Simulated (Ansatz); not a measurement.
An Ansatz (an electronic-structure program) run: Pd with a change (biaxial strain +3.15 %, plane normal [001], relaxed out of plane); DFT with PBEsol, PAW potentials and a 420 eV plane-wave cutoff in Ansatz, spin-orbit coupling left out.

Input:

Ansatz 0.2 input:
```yaml
crystal:
  lattice:
    - [2.8230930448, 0, 0]
    - [1.4115465224, 2.4448702941, 0]
    - [0, 0, 8.8656827301]
  atoms:
    - { symbol: Pd, position: [0, 0, 0.5] }
    - { symbol: Pd, position: [0, 0, 0] }
    - { symbol: Pd, position: [0.3333333333, 0.3333333333, 0.75] }
    - { symbol: Pd, position: [0.6666666667, 0.6666666667, 0.25] }
basis: { ecutwfc: 420, ecutrho_ratio: 4, xc_grid: 2, fft_grid_basis: typed }
kpoints: { mp_grid: { grid: [24, 24, 7] } }
hamiltonian:
  xc: pbesol
  dispersion: none
  pseudopotentials: { kind: paw }
scf: { occupations: { method: fermi_dirac, width: 0.1 } }
relax: { f_tol: 0.005, max_steps: 50, cell: { stress_tol: 0.01, fix: [a, b, gamma] } }
output: { forces: true, stress: true }
checkpoint: { write: state.ck, write_every: 1000 }
```

Output (explanatory and most iteration lines left out):

```
Relaxation: its limit of steps is 50 (relax.max_steps)
Pseudopotential: Pd, paw, valence charge 18
Crystal: 4 atoms, lattice volume = 61.192 Å³
Basis set: ecut = 420 eV, 1205 PW (Γ), exchange–correlation on 40×40×120 points (8 copies of the dense FFT grid, shifted against one another)
Bands: 44, of which v1, the nominal top of the filled ones, is band 36 counted from 1 (35 counted from 0)
Symmetry: 24 space group operations
Space group: P63/mmc (ITA 194), of the structure as read, at distance tolerance 3.9e-5 Å
k-points: 244 of 4032
Functional: x = pbesol(κ = 0.804, μ = 0.12345679012345678), c = pbesol(β = 0.046)
SCF iter   1: F=—  HF=-27626.568157 eV  |F-HF|=—  |Δ(HF+E_count)|=         —  Δρ=1.13e-2  dr2=7.10e-2  ethr=1.77e-3  ⟨swp⟩=5.7  Hψ=40339  notcnv=0  defer=134
SCF iter   2: F=—  HF=-27626.555093 eV  |F-HF|=—  |Δ(HF+E_count)|=   1.31e-2  Δρ=4.53e-3  dr2=1.23e-2  ethr=9.86e-5  ⟨swp⟩=1.5  Hψ=14138  notcnv=0  defer=144
SCF 1 converged in 6 iterations: F = -27626.552388 eV  dr2 = 4.85e-8
relax step   1: F+E_penalty+E_count = -27626.55238816 eV  Δ(F+E_penalty+E_count) = +0.000e0 eV  max|allowed force component| = 3.354e-17 eV/Å  Δτ_max = 0.0000 Å  P = -7.822 GPa  Ω = 61.192 Å³  fix = [a, b, gamma]  reactions: a -9.838, b -9.838 GPa  (6 SCF iters, dr2 threshold 1.00e-7 eV, accepted)
[... steps on the carried basis left out ...]
relax step   6: F+E_penalty+E_count = -27626.56204982 eV  Δ(F+E_penalty+E_count) = +6.027e-7 eV  max|allowed force component| = 3.759e-17 eV/Å  Δτ_max = 0.0000 Å  P = -5.434 GPa  Ω = 60.389 Å³  energy of the carried Pulay correction = -6.940e-7 eV  fix = [a, b, gamma]  reactions: a -8.151, b -8.151 GPa  (7 SCF iters, dr2 threshold 3.62e-10 eV, accepted)
Crystal: 4 atoms, lattice volume = 60.389 Å³
SCF iter   1: F=—  HF=-27626.562042 eV  |F-HF|=—  |Δ(HF+E_count)|=         —  Δρ=6.74e-7  dr2=7.30e-11  ethr=4.13e-9  ⟨swp⟩=3.9  Hψ=71022  notcnv=0
SCF iter   2: F=—  HF=-27626.562050 eV  |F-HF|=—  |Δ(HF+E_count)|=   7.86e-6  Δρ=3.46e-7  dr2=1.90e-11  ethr=1.00e-12  ⟨swp⟩=2.4  Hψ=20307  notcnv=0
SCF 7 converged in 8 iterations: F = -27626.562050 eV  dr2 = 1.42e-14
SCF converged after 8 iterations
Free energy (F): -27626.562050 eV
Internal energy: -27626.296121 eV  (E = F + TS)
E sigma→0 (E₀):  -27626.429085 eV
Entropy (-TS):   -0.265929 eV (-66.482 meV/atom)
Fermi energy:    19.080950 eV
--- Forces (eV/Å), atoms counted from 1 ---
  atom   1  Pd    -0.00000000    -0.00000000     0.00000000
  atom   2  Pd     0.00000000     0.00000000     0.00000000
  atom   3  Pd     0.00000000     0.00000000     0.00000000
  atom   4  Pd    -0.00000000    -0.00000000    -0.00000000
--- Stress (GPa, compression-positive) ---
       -8.150642       0.000000       0.000000
        0.000000      -8.150642       0.000000
        0.000000       0.000000       0.000025
  P = ⅓ Tr σ = -5.4338 GPa (-54.338 kbar)
--- Relaxed structure (5 steps of the walk, 5 accepted, 2 SCFs on fresh bases) ---
  cell:  # Å, volume = 60.3893 Å³
    - [2.8230930448323543, -6.900683928043386e-98, 1.4027486580353315e-33]
    - [1.4115465224161772, 2.44487029407198, 1.6366889835300283e-34]
    - [4.4052124229413425e-33, -1.9498481216297745e-33, 8.749409696339312]
  atoms:
    - { symbol: Pd, position: [-1.9699277685482128e-35, -1.2529014537458264e-34, 0.5] }
    - { symbol: Pd, position: [-4.226180294089073e-36, 3.225849424503173e-35, -3.620570844189437e-36] }
    - { symbol: Pd, position: [0.33333333333333337, 0.3333333333333333, 0.7500000000000001] }
    - { symbol: Pd, position: [0.6666666666666667, 0.6666666666666666, 0.25] }
```

Stability against distortions was not tested. All final runs are without spin polarisation. The cell was made from Pd (space group P6_3/mmc, No. 194; a cell from a computed database, its experimental status unchecked) by this change: biaxial strain +3.15 %, plane normal [001], relaxed out of plane. Pd lies near a magnetic instability that expansion can trigger; it was not tested. Pd has a high density of states at the Fermi level and may be magnetic at this level. This is not the structure that Pd has at room temperature and ambient pressure.
